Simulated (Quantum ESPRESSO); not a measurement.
A working Quantum ESPRESSO input for Ga (Cmce, 4 atoms in the cell) (DFT, revPBE, plane waves, GBRV 1.5 ultrasoft (PBE) pseudopotentials):

```fortran
&CONTROL
  calculation = 'scf'
  prefix = 'Ga'
  outdir = './work'
  pseudo_dir = './'
  tprnfor = .true.
  tstress = .true.
/
&SYSTEM
  ibrav = 0
  nat = 4
  ntyp = 1
  ecutwfc = 50
  ecutrho = 250
  occupations = 'smearing'
  smearing = 'methfessel-paxton'
  degauss = 0.0036749
  input_dft = 'revpbe'
/
&ELECTRONS
  conv_thr = 1e-10
  mixing_beta = 0.7
/
ATOMIC_SPECIES
Ga    69.7230  ga_pbe_v1.4.uspp.F.UPF
ATOMIC_POSITIONS {crystal}
Ga    0.2201200000    0.7798800000    0.1257100000
Ga    0.7798800000    0.2201200000    0.8742900000
Ga    0.2798800000    0.7201200000    0.6257100000
Ga    0.7201200000    0.2798800000    0.3742900000
K_POINTS {automatic}
8 8 3  1 1 1
CELL_PARAMETERS {angstrom}
   1.9520050000    -2.3255800000     0.0000000000
   1.9520050000     2.3255800000     0.0000000000
   0.0000000000     0.0000000000     7.9166600000
```

The run converged in 12 iterations: free energy E − TS -22607.9629 eV; Fermi level (on the code's own zero) 12.07 eV; pressure 4.39 GPa; largest force (vector length) 0.028 eV/Å. Each of these slips is then made, one at a time:

(1)
```diff
-  ntyp = 1
+  ntyp = 2
```

(2)
```diff
-  smearing = 'methfessel-paxton'
+  smearing = 'marzari'
```

Question: How does each altered input end?

Answer: 
(1) A species count that does not match the list of species. The program stopped before any SCF iteration.
```
Error in routine  card_atomic_species (5010):
cannot read atomic specie from: ATOMIC_POSITIONS {crystal}
```

(2) A value that the program does not know. The program stopped before any SCF iteration.
```
Error in routine  set_occupations (1):
smearing marzari unknown
```

The starting cell comes from a database of computed structures (which also holds hypothetical and non-ambient phases and stackings), without a prior relaxation at this level. In the base run, with a pressure of about 4 GPa the cell is away from its equilibrium volume at this level.

Left out of this page: 3 runs of the series outside the window shown, repeating another row's setting, or not comparable.
